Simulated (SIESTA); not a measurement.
## How a calculation on ZnPdF6 (R-3, 8 atoms in the cell) responds to its settings

```
ZnPdF6
1.0
    2.47500     1.42894     4.56333
   -2.47500     1.42894     4.56333
    0.00000    -2.85788     4.56333
F Pd Zn
6 1 1
Cartesian
 -0.94050  -1.35178   8.09992
  1.64092  -0.13861   8.09992
 -0.70043   1.49039   8.09992
  0.94050   1.35178   5.59008
 -1.64092   0.13861   5.59008
  0.70042  -1.49039   5.59008
  0.00000   0.00000   0.00000
  0.00000   0.00000   6.84500
```

Base run A: LDA PW92, numerical atomic orbitals TZP, PseudoDojo LDA standard norm-conserving potentials (rewritten from UPF to PSML) (SIESTA), self-consistent single point.

Its settings: XC.functional = LDA; XC.authors = PW92; potentials = PseudoDojo LDA standard; PAO.BasisSize = TZP; PAO.EnergyShift = 0.005 Ry; MeshCutoff = 300 Ry; kgrid.MonkhorstPack = 4 4 4; OccupationFunction = MP; OccupationMPOrder = 0; ElectronicTemperature = 0.136 eV; MaxSCFIterations = 150; SCF.Mixer.Method = Broyden; SCF.Mixer.Weight = 0.2; SCF.Mixer.History = 8; SCF.DM.Tolerance = 1.0E-05.

The starting cell comes from a database of published, mostly measured structures (it also holds non-ambient and calculated ones), without a prior relaxation at this level. Values carry the incompleteness of an atom-centred basis. In the base run, forces exceed 1 eV/Å.

ΔF is the free energy per atom less that of run A. 

Runs:
- B: lattice scaled by 0.97
- C: lattice scaled by 0.97; MeshCutoff: 300 Ry → 180 Ry
- D: lattice scaled by 0.985
- E: lattice scaled by 0.985; MeshCutoff: 300 Ry → 180 Ry
- F: lattice scaled by 1.015
- G: lattice scaled by 1.015; MeshCutoff: 300 Ry → 180 Ry
- H: lattice scaled by 1.03
- I: lattice scaled by 1.03; MeshCutoff: 300 Ry → 180 Ry
- J: MeshCutoff: 300 Ry → 180 Ry

```json
[
 {"run": "A", "ΔF (meV/atom)": "0.00", "pressure (GPa)": "2.63", "largest force (eV/Å)": "2.102", "gap on the mesh (eV)": "1.918"},
 {"run": "B", "ΔF (meV/atom)": "70.3", "pressure (GPa)": "20.16", "largest force (eV/Å)": "3.747", "gap on the mesh (eV)": "2.314"},
 {"run": "C", "ΔF (meV/atom)": "70.4", "pressure (GPa)": "20.10", "largest force (eV/Å)": "3.743", "gap on the mesh (eV)": "2.314"},
 {"run": "D", "ΔF (meV/atom)": "21.4", "pressure (GPa)": "10.41", "largest force (eV/Å)": "2.848", "gap on the mesh (eV)": "2.107"},
 {"run": "E", "ΔF (meV/atom)": "21.4", "pressure (GPa)": "10.45", "largest force (eV/Å)": "2.843", "gap on the mesh (eV)": "2.107"},
 {"run": "F", "ΔF (meV/atom)": "2.0", "pressure (GPa)": "-3.55", "largest force (eV/Å)": "1.483", "gap on the mesh (eV)": "1.745"},
 {"run": "G", "ΔF (meV/atom)": "2.1", "pressure (GPa)": "-3.59", "largest force (eV/Å)": "1.468", "gap on the mesh (eV)": "1.745"},
 {"run": "H", "ΔF (meV/atom)": "23.7", "pressure (GPa)": "-8.46", "largest force (eV/Å)": "0.988", "gap on the mesh (eV)": "1.586"},
 {"run": "I", "ΔF (meV/atom)": "23.7", "pressure (GPa)": "-8.44", "largest force (eV/Å)": "0.985", "gap on the mesh (eV)": "1.586"},
 {"run": "J", "ΔF (meV/atom)": "-0.01", "pressure (GPa)": "2.68", "largest force (eV/Å)": "2.108", "gap on the mesh (eV)": "1.918"}
]
```

Run E against A: The free energy rises by 21.4 meV/atom, the pressure goes from 2.63 to 10.45 GPa, the largest force goes from 2.102 to 2.843 eV/Å and the gap on the mesh goes from 1.918 to 2.107 eV.

Run D against A: The free energy goes up by 21.4 meV/atom, the pressure goes from 2.63 to 10.41 GPa, the largest force goes from 2.102 to 2.848 eV/Å and the gap on the mesh goes from 1.918 to 2.107 eV.

Run G against A: The free energy rises by 2.1 meV/atom, the pressure goes from 2.63 to -3.59 GPa, the largest force goes from 2.102 to 1.468 eV/Å and the gap on the mesh goes from 1.918 to 1.745 eV.
